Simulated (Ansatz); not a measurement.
# TiAl3 under a change: isotropic strain +3.50 %

Consider TiAl₃ (space group I4/mmm, No. 139; a = 3.8483 Å, c = 8.6128 Å; relaxed with 0.1 eV smearing).

It is then changed as follows: an isotropic linear strain of +3.50 %, atoms relaxed at fixed cell.

Method: DFT with PBE, PAW potentials and a 420 eV plane-wave cutoff in Ansatz (a first-principles code), no spin-orbit coupling. Settings: 21×21×21 k-points, 0.1 eV Fermi–Dirac smearing.

* **Volume per atom**: 17.68 Å³ (base 15.94 Å³)
* **Space group**: I4/mmm (No. 139) (base I4/mmm (No. 139))
* **Shortest interatomic distance**: 5.322 bohr (base 5.142 bohr)
* **Energy relative to the base (free energy F)**: +52 meV/atom
* **Pressure (mean of the normal stresses, compression positive)**: -8.8 GPa (base 0.0 GPa)
* **Band gap**: zero (base zero)

Whether these cells are dynamically stable was not tested. All final runs are without spin polarisation.
